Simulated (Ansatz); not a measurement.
Input and output of a self-consistent single point for RbBi2 (R3m, 6 atoms in the cell) (Ansatz, an electronic-structure program).

Method: PBEsol, default PAW files made with PBE (plane waves; Ansatz).

The change in words: lattice scaled by 0.98; basis.ecutwfc: 30.9 Ry → 24.6 Ry. Reference geometry:
```
CELL_PARAMETERS angstrom
      0.00000     4.78699     4.78699
      4.78699     0.00000     4.78699
      4.78699     4.78699     0.00000
ATOMIC_POSITIONS crystal
  Rb 0.50301 0.50301 0.50301
  Rb 0.75000 0.75000 0.75000
  Bi 0.62500 0.12500 0.12500
  Bi 0.12500 0.12500 0.62500
  Bi 0.12500 0.62500 0.12500
  Bi 0.12500 0.12500 0.12500
```

Reference input (self-consistent single point, DFT, PBEsol, plane waves, default PAW files made with PBE): basis.ecutwfc = 30.9 Ry; kpoints.mp_grid.grid = 3 3 3; hamiltonian.xc = pbesol; hamiltonian.pseudopotentials = {kind: paw} (the program's default PAW files); scf.occupations.method = fermi_dirac; scf.occupations.width = 0.0073 Ry. This run's input differs from it in these lines:

Ansatz 0.2 input:
```diff
@@ -2,14 +2,14 @@
   lattice:
-    - [0.00000000, 4.78699100, 4.78699100]
-    - [4.78699100, 0.00000000, 4.78699100]
-    - [4.78699100, 4.78699100, 0.00000000]
+    - [0.00000000, 4.69125100, 4.69125100]
+    - [4.69125100, 0.00000000, 4.69125100]
+    - [4.69125100, 4.69125100, 0.00000000]
   atoms:
-    - { symbol: Rb, position_ang: [4.81585656, 4.81585656, 4.81585656] }
-    - { symbol: Rb, position_ang: [7.18048650, 7.18048650, 7.18048650] }
-    - { symbol: Bi, position_ang: [1.19674775, 3.59024325, 3.59024325] }
-    - { symbol: Bi, position_ang: [3.59024325, 3.59024325, 1.19674775] }
-    - { symbol: Bi, position_ang: [3.59024325, 1.19674775, 3.59024325] }
-    - { symbol: Bi, position_ang: [1.19674775, 1.19674775, 1.19674775] }
+    - { symbol: Rb, position_ang: [4.71953924, 4.71953924, 4.71953924] }
+    - { symbol: Rb, position_ang: [7.03687650, 7.03687650, 7.03687650] }
+    - { symbol: Bi, position_ang: [1.17281275, 3.51843825, 3.51843825] }
+    - { symbol: Bi, position_ang: [3.51843825, 3.51843825, 1.17281275] }
+    - { symbol: Bi, position_ang: [3.51843825, 1.17281275, 3.51843825] }
+    - { symbol: Bi, position_ang: [1.17281275, 1.17281275, 1.17281275] }
 basis:
-  ecutwfc: 30.9 Ry
+  ecutwfc: 24.6 Ry
 kpoints:
```

Output (repeated stretches shortened):

```
SCF iter   1: F=—  HF=-55403.287152 eV  |F-HF|=—  |Δ(HF+E_count)|=         —  Δρ=2.01e-3  dr2=5.85e-3  ethr=1.77e-3  ⟨swp⟩=8.2  Hψ=1261  notcnv=0
all-band conjugate gradients solve this SCF's bands
preconditioner: auto → Kerker (q_TF=auto, 2.320 Å⁻¹)
SCF iter   2: F=—  HF=-55403.285447 eV  |F-HF|=—  |Δ(HF+E_count)|=   1.70e-3  Δρ=1.25e-3  dr2=2.69e-3  ethr=7.50e-6  ⟨swp⟩=2.7  Hψ=578  notcnv=0
   [... lines left out ...]
SCF iter   5: F=—  HF=-55403.285288 eV  |F-HF|=—  |Δ(HF+E_count)|=   4.54e-6  Δρ=4.06e-5  dr2=1.36e-5  ethr=8.33e-8  ⟨swp⟩=2.0  Hψ=299  notcnv=0
SCF iter   6: F=—  HF=-55403.285285 eV  |F-HF|=—  |Δ(HF+E_count)|=   3.49e-6  Δρ=1.92e-5  dr2=2.63e-6  ethr=1.74e-8  ⟨swp⟩=2.0  Hψ=321  notcnv=0
SCF iter   7: F=—  HF=-55403.285284 eV  |F-HF|=—  |Δ(HF+E_count)|=   7.06e-7  Δρ=1.01e-5  dr2=2.81e-7  ethr=3.38e-9  ⟨swp⟩=2.0  Hψ=341  notcnv=0
SCF iter   8: F=-55403.285284 eV  HF=-55403.285284 eV  |F-HF|=5.24e-10  |Δ(HF+E_count)|=   7.00e-8  Δρ=1.78e-6  dr2=7.42e-9  ethr=1.28e-10  ⟨swp⟩=7.7  Hψ=1258  notcnv=0
SCF 1 converged in 8 iterations: F = -55403.285284 eV  dr2 = 7.42e-9
Free energy (F): -55403.285284 eV
Internal energy: -55403.034749 eV  (E = F + TS)
E sigma→0 (E₀):  -55403.160016 eV
Entropy (-TS):   -0.250536 eV (-41.756 meV/atom)
Fermi energy:    9.663078 eV
--- Forces (eV/Å), atoms counted from 1 ---
  atom   1  Rb    -0.04607090    -0.04607090    -0.04607090
  atom   2  Rb     0.00497957     0.00497957     0.00497957
  atom   3  Bi     0.01559876     0.01034527     0.01034527
  atom   4  Bi     0.01034527     0.01034527     0.01559876
  atom   5  Bi     0.01034527     0.01559876     0.01034527
  atom   6  Bi     0.00480067     0.00480067     0.00480067
--- Stress (GPa, compression-positive) ---
        2.022278      -0.042286      -0.042286
       -0.042286       2.022278      -0.042286
       -0.042286      -0.042286       2.022278
  P = ⅓ Tr σ = 2.0223 GPa (20.223 kbar)
  The stress holds the Pulay correction. Without it, at fixed plane waves, as pw.x and ABINIT print it: P = 1.5104 GPa
```

The run converged in 8 iterations. Against the reference run the free energy goes up by 19.2 meV/atom, the pressure goes from -0.08 to 2.02 GPa and the largest force goes from 0.066 to 0.080 eV/Å.

The starting cell comes from a database of computed structures (which also holds hypothetical and non-ambient phases and stackings), without a prior relaxation at this level. Its lattice was rescaled by up to half a per cent. One atom was moved a little off its site on purpose. For this run, on top of that: lattice scaled by 0.98. Ansatz's pressure includes its estimate of the finite-basis (Pulay) stress. Without the estimate this run gives 1.51 GPa. The cutoff lies below the one recommended for these files.
